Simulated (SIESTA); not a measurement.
Band structure of MgZnCu (Imma, 6 atoms in the cell).

```
MgZnCu
1.0
   -2.53499     2.56596     3.58238
    2.53499    -2.56596     3.58238
    2.53499     2.56596    -3.58238
Mg Zn Cu
2 2 2
Direct
  0.12315   0.87315   0.25000
  0.87685   0.12685   0.75000
  0.50000   0.50000   0.50000
  0.50000   0.00000   0.00000
  0.50000   0.50000   0.00000
  0.00000   0.50000   0.50000
```

Computed with LDA PW92, numerical atomic orbitals DZP, PseudoDojo LDA standard norm-conserving potentials (rewritten from UPF to PSML) (SIESTA).

Settings: XC.functional = LDA; XC.authors = PW92; potentials = PseudoDojo LDA standard; PAO.BasisSize = DZP; PAO.EnergyShift = 0.005 Ry; MeshCutoff = 400 Ry; kgrid.MonkhorstPack = 5 5 5; OccupationFunction = FD; ElectronicTemperature = 100 meV; MaxSCFIterations = 150; SCF.Mixer.Method = Broyden; SCF.Mixer.Weight = 0.2; SCF.Mixer.History = 8; SCF.DM.Tolerance = 1.0E-04.

The starting cell comes from a database of computed structures (which also holds hypothetical and non-ambient phases and stackings), without a prior relaxation at this level. Its lattice was rescaled by a random factor within 2.5 % of one. Spin polarisation is off. Values carry the incompleteness of an atom-centred basis.

Levels in eV from the Fermi level, bands 46 to 51:
```csv
point,46,47,48,49,50,51
Γ,-1.79,-1.12,-0.88,-0.60,1.44,1.48
X,-2.90,-2.82,-2.13,-1.28,0.74,3.11
L,-3.00,-2.81,-2.78,0.65,0.77,1.81
T,-3.32,-2.07,-2.07,-1.92,-1.92,5.68
W,-3.28,-2.94,-2.94,0.78,0.78,2.01
R,-2.81,-1.92,-0.96,-0.48,-0.20,0.25
X1,-2.90,-2.82,-2.13,-1.28,0.74,3.11
Z,-2.91,-2.83,-2.55,-1.69,-1.34,5.64
Y,-3.05,-2.88,-2.28,-1.57,0.79,3.65
S,-3.31,-1.39,-0.64,-0.40,-0.30,0.04
L1,-3.00,-2.81,-2.78,0.65,0.77,1.81
Y1,-3.05,-2.88,-2.28,-1.57,0.79,3.65
```

Bands cross the Fermi level along this path, so the cell is metallic at this level.

Higher empty bands are left out: an atom-centred basis made for the valence describes them poorly.
